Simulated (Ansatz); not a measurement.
## What N vacancy, symmetric start does to ZrN

Base system: a 16-atom supercell of ZrN in the rock salt structure (space group Fm-3m, No. 225; a = 4.5528 Å) at its relaxed geometry.

The change: one N atom is removed, atoms relaxed at fixed cell.

Level of theory: PBEsol (Ansatz, a program for electronic structure, PAW, no SOC), earlier PAW set. k-mesh 7×7×7 (Γ-centred); smearing 0.05 eV (Fermi–Dirac).

| quantity | base | changed | shift |
|---|---|---|---|
| pressure | 0.0 GPa | 0.4 GPa | +0.4 GPa |
| energy gained by relaxation | – | 0.13 eV | – |
| largest displacement of a host atom from its site in the perfect cell | – | 0.05 Å | – |
| mean distance from the defect site to its nearest host atoms | 2.28 Å | 2.33 Å | +0.05 Å |

Final structure:

```
Zr8N7
1.0
    0.00000     4.55285     4.55285
    4.55285     0.00000     4.55285
    4.55285     4.55285     0.00000
N Zr
7 8
Direct
  0.00000   0.00000   0.50000
  0.00000   0.50000   0.00000
  0.00000   0.50000   0.50000
  0.50000   0.00000   0.00000
  0.50000   0.00000   0.50000
  0.50000   0.50000   0.00000
  0.50000   0.50000   0.50000
  0.25000   0.25000   0.25000
  0.25554   0.25554   0.74446
  0.25554   0.74446   0.25554
  0.25554   0.74446   0.74446
  0.74446   0.25554   0.25554
  0.74446   0.25554   0.74446
  0.74446   0.74446   0.25554
  0.75000   0.75000   0.75000
```

In so small a cell the defect repeats every few ångströms: this is an ordered compound, not a dilute defect. The defect started on the symmetric site and kept its symmetry, so it may sit on a saddle. All final runs are without spin polarisation. An odd electron count without spin: Zr8N7 and ZrN. The defect cell is not spin-polarised.
